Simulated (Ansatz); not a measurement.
CuI: strain along the normal

CuI (zinc blende, F-43m, 25.178 Å³/atom at rest) under an equal strain ε in the (111) plane with the normal axis free, as in a coherent film. LDA in Ansatz, a plane-wave DFT program (PAW, default set), 420 eV, 10×10×10 Γ-centred mesh, Fermi-Dirac smearing 0.05 eV; ions are relaxed within the symmetry of each cell.

Here s stands for strain and y for normal strain.

| strain (%) | normal strain (%) |
|---|---|
| -2.50 | ? |
| -1.25 | 1.07 |
| -0.83 | 0.71 |
| -0.42 | 0.34 |
| 0.00 | 0.00 |
| 0.42 | -0.35 |
| 0.83 | -0.69 |
| 1.25 | -1.02 |

The 7 complete rows are fitted with a straight line, y against s. Means: s 0, y 0.009. About the means, the sum of products is -4.0643 and the sum of squares of s is 4.8556; the slope is their ratio. Least squares gives y = 0.009 - 0.8370·s. Residuals (row less fit): 0.015, 0.006, -0.021, -0.009, -0.007, -0.004, 0.017; standard error 0.015 (degrees of freedom: 5). The slope, -0.84 ± 0.01, is the elastic response of the normal axis.

Q: What does the fit predict for y at s = -2.50, and how far is the calculated value from it?

A: y = 0.009 - 0.8370 × (-2.50) = 2.101%. The calculation gives 2.20%, 0.099% above the prediction (3.1 % of the range of y in the table). The row lies outside the fitted rows, so this is an extrapolation. From the scatter of the fitted rows alone, a prediction at this place has a standard error of 0.023%, so the miss is 4.3 times that.

One order more, fitted to all 13 runs of the series, follows each within 0.01, so the miss is the next term of a smooth law. Rows are the converged runs of the series near zero and its far end; series whose fitted rows scatter by over a few per cent of the range, as at a crossing or softening among them, aren't shown in this form. Most that stay on the fit to the last digits aren't either.
